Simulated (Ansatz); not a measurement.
The parent structure is BiB in the zinc blende structure (space group F-43m, No. 216; a = 5.5237 Å; a hypothetical phase, not in the database extracts checked).

Calculations: Ansatz (a program for electronic structure), PBE, PAW, cutoff 420 eV, spin-orbit coupling left out, earlier PAW set.

For the base:

| Property | Value |
|---|---|
| Smallest direct gap | 0.14 eV |
| Band gap | 0.14 eV |
| Volume per atom | 21.07 Å³ |
| Gap character | direct at Γ |

It is then changed as follows: every Bi is replaced by N, then cell and atoms are relaxed.

**Question.** Predict the new electron mass.

**Answer.** The electron mass amounts to 0.91 mₑ along k, 0.30 mₑ across (at X).

**Question.** Predict the new smallest direct gap.

**Answer.** The smallest direct gap rises by 8.65 eV to 8.79 eV.

**Question.** Predict the new band gap.

**Answer.** The band gap increases by 4.32 eV, from 0.14 eV to 4.46 eV.

**Question.** What happens to the hole mass?

**Answer.** The hole mass (degenerate bands, along [100]) is 0.50, 0.53, 0.53 mₑ (at Γ).

**Question.** How does this affect the volume per atom?

**Answer.** The volume per atom falls by 15.12 Å³ to 5.95 Å³.

**Question.** Estimate the effect on the gap character.

**Answer.** The gap character goes from direct at Γ to indirect, Γ → X.

Spin-orbit coupling, missing from the scalar runs, can matter with Bi. Masses are band curvatures over ±0.01 Å⁻¹ around the edge. Along k means along the line from Γ to the band edge. No phonon test of stability was made. A zero or small gap of BiB can be the functional's error rather than a property of the material.
